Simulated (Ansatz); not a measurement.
Start from PtSe2 in the CdI2 type structure (space group P-3m1, No. 164; a = 3.7385 Å, c = 4.6350 Å; layered; relaxed with 0.1 eV smearing). Axes: x lies along a and z along c of the hexagonal cell.

Computed with PBEsol-D3(BJ) in Ansatz (plane waves to 420 eV, PAW, scalar-relativistic without spin-orbit coupling).

Strains are applied to the cell and any free atomic positions relax.

One change was made to it. Results:

```tsv
quantity	base	after
energy relative to the base (free energy F)	0 meV/atom	+4.3 meV/atom
pressure (mean of the normal stresses, compression positive)	0.0 GPa	-1.8 GPa
```

### Question
Which change produced these results?
A. uniaxial strain ε_zz = +1.50 %
B. uniaxial strain ε_zz = −2.00 %
C. uniaxial strain ε_zz = −1.00 %
D. uniaxial strain ε_zz = +3.00 %

### Answer
D, uniaxial strain ε_zz = +3.00 %. For comparison, the energy relative to the base in the other runs: uniaxial strain ε_zz = +1.50 % gives +1.1 meV/atom; uniaxial strain ε_zz = −1.00 % gives +0.6 meV/atom; uniaxial strain ε_zz = −2.00 % gives +2.3 meV/atom.

No phonon test of stability was made. The final runs are not spin-polarised.

Ansatz is a quantum-chemistry and plane-wave program.
